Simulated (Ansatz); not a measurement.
The starting structures come from a database of crystals and need not be the phases stable at ambient conditions.

 Where the default PAW files enter, the runs use the earlier of Ansatz's two default sets.

Input:

```
CELL_PARAMETERS angstrom
      5.69037     0.00000     0.00000
      1.75770     5.41210     0.00000
      1.77599     1.29051     6.18817
ATOMIC_POSITIONS crystal
  Mg 0.34433 0.13853 0.83792
  Mg 0.65567 0.86147 0.16208
  Mg 0.86147 0.65567 0.66208
  Mg 0.13853 0.34433 0.33792
  B  0.11527 0.88473 0.25000
  B  0.88473 0.11527 0.75000
  Br 0.63076 0.36924 0.25000
  Br 0.36924 0.63076 0.75000
  N  0.26890 0.04132 0.18038
  N  0.73110 0.95868 0.81962
  N  0.95868 0.73110 0.31962
  N  0.04132 0.26890 0.68038
```

Space group of this cell: C2/c. The cell is taken as given; by r2SCAN its mean pressure is -2.4 GPa.

Transport runs along the normal of the first two printed cell vectors.

No gap correction and no spin-orbit coupling; mid-gap values are interpolated between computed energies.

Problem. Predict the band gap and the smallest decay constant κ at mid-gap from r2SCAN (Ansatz, an electronic-structure program).

Solution. Gap 3.85 eV on a 6×6×6 mesh; κ = 0.310 1/Å, at the zone centre.
